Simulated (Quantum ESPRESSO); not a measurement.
Troubleshooting Quantum ESPRESSO: a failed run on Ce (Fm-3m, 1 atom in the cell). The aim is a self-consistent single point with DFT, PBE, plane waves, SSSP 1.1.2 efficiency (PBE) pseudopotentials.

Cell that was meant: a = 3.3052 Å, b = 3.3052 Å, c = 3.3052 Å, α = 60.00°, β = 60.00°, γ = 60.00°.

Part of the input:

```fortran
  ibrav = 0
  nat = 1
  ntyp = 1
  occupations = 'smearing'
  smearing = 'mp'
  degauss = 0.0073499
/
```

Log, with long lists cut:

```
 %%%%%%%%%%%%%%%%%%%%%%%%%%%%%%%%%%%%%%%%%%%%%%%%%%%%%%%%%%%%%%%%%%%%%%%%%%%%%%
     Error in routine set_cutoff (1):
      ecutwfc not set
 %%%%%%%%%%%%%%%%%%%%%%%%%%%%%%%%%%%%%%%%%%%%%%%%%%%%%%%%%%%%%%%%%%%%%%%%%%%%%%

     stopping ...
```

Q: Read the log: what does the program object to, and what is the fix?

A: The fault is no plane-wave cutoff. The cutoff has no default. To fix it, give the cutoff. The program stopped before any SCF iteration.

An input that runs soundly differs in these lines (not the only fix; some lines may just follow from the change or write a value another way):
```diff
+  ecutwfc = 50
+  ecutrho = 400
```

With that input, the run converged in 35 iterations: free energy E − TS -6558.4721 eV; Fermi level (on the code's own zero) 16.75 eV; pressure 1.60 GPa (DFT, PBE, plane waves, SSSP 1.1.2 efficiency (PBE) pseudopotentials).

On the sound input: the starting cell comes from a database of computed structures (which also holds hypothetical and non-ambient phases and stackings), without a prior relaxation at this level. Its lattice was rescaled by a random factor within 2.5 % of one. Spin polarisation is off. The f electrons are in the valence without U or exact exchange, which can misplace them near the Fermi level. Spin-orbit terms, which matter for f shells, are left out.
